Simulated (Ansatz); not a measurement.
Input and output of a zone-centre phonon calculation for TiGe2 (Fddd, 6 atoms in the cell) (Ansatz, a first-principles code).

Level of theory: LDA (PW92), default PAW files made with PBE (plane waves; Ansatz).

```xyz
6
Lattice="0.0000 4.3219 4.3927 2.5198 0.0000 4.3927 2.5198 4.3219 0.0000" Properties=species:S:1:pos:R:3 pbc="T T T"
Ti     3.7797     6.4829     6.5891
Ti     2.5198     4.3219     4.3927
Ge     1.2599     0.7142     2.1964
Ge     1.2599     3.6077     2.1964
Ge     2.5198     1.4467     4.3927
Ge     2.5198     7.1971     4.3927
```

Reference input (self-consistent single point, DFT, LDA (PW92), plane waves, default PAW files made with PBE): basis.ecutwfc = 420 eV; kpoints.mp_grid.grid = 6 6 6; hamiltonian.xc = lda; hamiltonian.pseudopotentials = {kind: paw} (the program's default PAW files); scf.occupations.method = gaussian; scf.occupations.width = 0.1 eV. This run's input differs from it in these lines:

```diff
@@ -22,6 +22,5 @@
   occupations: { method: gaussian, width: 0.1 eV }
-output:
-  forces: true
-  eigenvalues: true
-  stress: true
+  convergence: { dr2_threshold: 1.0e-07 eV }
+phonons:
+  method: dfpt
```

Output, abridged:

```
SCF iter   1: F=—  HF=-21766.601229 eV  |F-HF|=—  |Δ(HF+E_count)|=         —  Δρ=5.90e-3  dr2=1.40e-2  ethr=1.77e-3  ⟨swp⟩=5.9  Hψ=13099  notcnv=0  defer=2
all-band conjugate gradients solve this SCF's bands
preconditioner: auto → Kerker (q_TF=auto, 2.648 Å⁻¹)
SCF iter   2: F=—  HF=-21766.597586 eV  |F-HF|=—  |Δ(HF+E_count)|=   3.64e-3  Δρ=3.18e-3  dr2=5.67e-3  ethr=1.75e-5  ⟨swp⟩=2.0  Hψ=5168  notcnv=0  defer=4
   [... lines left out ...]
SCF iter   4: F=—  HF=-21766.596367 eV  |F-HF|=—  |Δ(HF+E_count)|=   3.31e-4  Δρ=2.48e-4  dr2=7.45e-5  ethr=1.24e-6  ⟨swp⟩=2.0  Hψ=5188  notcnv=0  defer=4
SCF iter   5: F=—  HF=-21766.596342 eV  |F-HF|=—  |Δ(HF+E_count)|=   2.53e-5  Δρ=5.47e-5  dr2=2.83e-6  ethr=9.31e-8  ⟨swp⟩=2.0  Hψ=5325  notcnv=0  defer=4
SCF iter   6: F=—  HF=-21766.596342 eV  |F-HF|=—  |Δ(HF+E_count)|=   1.30e-8  Δρ=1.51e-5  dr2=2.47e-7  ethr=3.54e-9  ⟨swp⟩=2.9  Hψ=5447  notcnv=0  defer=4
SCF iter   7: F=-21766.596342 eV  HF=-21766.596342 eV  |F-HF|=8.64e-9  |Δ(HF+E_count)|=   5.95e-8  Δρ=2.67e-6  dr2=1.18e-8  ethr=1.25e-10  ⟨swp⟩=10.5  Hψ=18331  notcnv=0
SCF 1 converged in 7 iterations: F = -21766.596342 eV  dr2 = 1.18e-8
DFPT response loops at Γ: preconditioner auto → Kerker (q_TF=auto, 2.648 Å⁻¹) (partly filled bands, converged f_vac=0.000) …
phonon interpolation: 8 periodic images of 4 blocks of the force constants (a block to an ordered pair of atoms and a translation) lie up to 3.09e-3 Å farther …
Free energy (F): -21766.596342 eV
Internal energy: -21766.589148 eV  (E = F + TS)
E sigma→0 (E₀):  -21766.592745 eV
Entropy (-TS):   -0.007193 eV (-1.199 meV/atom)
Fermi energy:    13.529604 eV
   [... lines left out ...]
  ASR residual: 7.638e-4 → 0.000e0 eV/Å²; symmetrization residual: 1.347e-6 eV/Å²
  ASR residual per site (eV/Å²): 7.64e-4 7.64e-4 7.13e-4 7.13e-4 7.13e-4 7.13e-4
  Γ frequencies (cm⁻¹): 0.00 0.00 0.00 91.84 126.79 131.61 138.01 138.04 139.71 176.44 176.84 177.25 204.61 208.27 239.37 261.83 276.06 285.91
  non-analytic LO–TO correction: not included (Born effective charges unavailable; polar crystals: no LO–TO splitting at Γ)
```

The run converged in 7 iterations. 

Summary of the result:
```
Property                                                                                                                             Result
--------------------------------------------------------  ---------------------------------------------------------------------------------
Free energy E − TS (on the zero of these files)                                                                              -21766.5963 eV
Fermi level (on the code's own zero)                                                                                               13.53 eV
Zone-centre frequencies (cm⁻¹; negative means imaginary)  0, 0, 0, 92, 127, 132, 138, 138, 140, 176, 177, 177, 205, 208, 239, 262, 276, 286
```

The starting cell comes from a database of computed structures (which also holds hypothetical and non-ambient phases and stackings), without a prior relaxation at this level. Its lattice was rescaled by up to half a per cent. Spin polarisation is off.

Cost on one core of a shared machine: roughly 6 min.

Keys are those of Ansatz 0.2.
